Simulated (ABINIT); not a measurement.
ABINIT run on LiMnN2 (I-42d, 8 atoms in the cell): self-consistent single point.

Method of the run: PBEsol, norm-conserving pseudopotentials (PseudoDojo nc-sr-04 PBEsol standard) (plane waves; ABINIT).

The change in words: lattice scaled by 0.98. Reference geometry:
```
CELL_PARAMETERS angstrom
     -2.28069     2.28069     4.19606
      2.28069    -2.28069     4.19606
      2.28069     2.28069    -4.19606
ATOMIC_POSITIONS crystal
  Li 0.25000 0.75000 0.50000
  Li 0.50000 0.50000 0.00000
  Mn 0.75000 0.25000 0.50000
  Mn 0.00000 0.00000 0.00000
  N  0.37500 0.94348 0.06848
  N  0.05652 0.12500 0.43152
  N  0.87500 0.30652 0.93152
  N  0.69348 0.62500 0.56848
```
Moments meant for the start (each program seeds them in its own way; μB, in the order of the atoms Li Li Mn Mn N N N N): 0.0 0.0 4.0 4.0 0.0 0.0 0.0 0.0.

Reference input (self-consistent single point, DFT, PBEsol, plane waves, norm-conserving pseudopotentials (PseudoDojo nc-sr-04 PBEsol standard)): pseudos = [Li.upf, Mn.upf, N.upf]; ecut = 48 Ha; nsppol = 2; occopt = 7; tsmear = 0.2 eV; ngkpt = 5 5 5; nshiftk = 1; shiftk = 0 0 0; potentials = PseudoDojo nc-sr-04 PBEsol standard; nband = 41; kptopt = 1; nstep = 60. This run's input differs from it in these lines:

```diff
@@ -5,5 +5,5 @@
 rprim
-        -4.3098794752    4.3098794752    7.9294042025
-         4.3098794752   -4.3098794752    7.9294042025
-         4.3098794752    4.3098794752   -7.9294042025
+        -4.2236815077    4.2236815077    7.7708164964
+         4.2236815077   -4.2236815077    7.7708164964
+         4.2236815077    4.2236815077   -7.7708164964
 natom 8
```

The program printed (abridged):

```
--- !BeginCycle
solver: {iscf: 7, nstep: 60, nline: 4, wfoptalg: 0, }
tolerances: {toldfe: 1.00E-09, }
...

     iter   Etot(hartree)     deltaE(h) residm    vres2    magn
 ETOT  1  -271.15631648428    -2.71E+02 2.26E-01 2.32E+04 3.999
 ETOT  2  -253.96758729936     1.72E+01 5.95E-02 3.13E+05 0.516
 ETOT  3  -273.15651647695    -1.92E+01 6.60E-02 2.50E+03 2.501
 ETOT  4  -273.31955339868    -1.63E-01 1.88E-02 4.27E+02 2.491
 ETOT  5  -273.34393290219    -2.44E-02 7.24E-03 4.89E+01 2.266
   [... 7 lines left out ...]
 ETOT 13  -273.35049167880    -3.71E-07 3.13E-04 1.29E-05 0.998
 ETOT 14  -273.35049168727    -8.47E-09 5.40E-04 2.08E-06 0.995
 ETOT 15  -273.35049168731    -4.62E-11 6.28E-04 3.96E-07 0.996
 ETOT 16  -273.35049168738    -6.88E-11 7.98E-04 6.22E-08 0.996
 At SCF step   16, etot is converged :
  for the second time, diff in etot=  6.878E-11 < toldfe=  1.000E-09

 Cartesian components of stress tensor (hartree/bohr^3)
  sigma(1 1)= -1.39317227E-04  sigma(3 2)=  0.00000000E+00
  sigma(2 2)= -1.39317227E-04  sigma(3 1)=  0.00000000E+00
  sigma(3 3)= -1.61939248E-04  sigma(2 1)=  0.00000000E+00

 Integrated electronic and magnetization densities in atomic spheres:
 Radius=ratsph(iatom), smearing ratsm=  0.0000. Diff(up-dn)=approximate z local magnetic moment.
 Atom    Radius    up_density   dn_density  Total(up+dn)  Diff(up-dn)
    1   2.00000     1.161595     1.157709      2.319304     0.003885
    2   2.00000     1.161595     1.157709      2.319304     0.003885
    3   2.00000     6.893464     6.429461     13.322925     0.464003
   [... lines left out ...]
 Total magnetization (from the atomic spheres):             0.975617
 Total magnetization (exact up - dn):                       0.995616
 Fermi (or HOMO) energy (eV) =   5.58062   Average Vxc (eV)= -10.96878
   [... lines left out ...]
total_energy        : -2.73350491687382E+02
total_energy_eV     : -7.43824515762508E+03
band_energy         : -3.64696670137844E+01
...

-Cartesian components of stress tensor (GPa)         [Pressure=  4.3207E+00 GPa]
- sigma(1 1)= -4.09885363E+00  sigma(3 2)=  0.00000000E+00
- sigma(2 2)= -4.09885363E+00  sigma(3 1)=  0.00000000E+00
- sigma(3 3)= -4.76441637E+00  sigma(2 1)=  0.00000000E+00

 Calculation completed.
```

The run converged in 16 iterations. Against the reference run the free energy falls by 3.7 meV/atom, the pressure goes from -5.63 to 4.32 GPa, the largest force hardly changes (0.357 to 0.359 eV/Å) and the size of the net moment goes from 0.20 to 0.12 μB/atom.

The starting cell comes from a database of computed structures (which also holds hypothetical and non-ambient phases and stackings), without a prior relaxation at this level. For this run, on top of that: lattice scaled by 0.98. The moments shrank to a small part of their start, a low-spin state that need not be the lowest. With a pressure of about 4 GPa the cell is away from its equilibrium volume at this level.

Cost on one core of a shared machine: roughly 7 min.
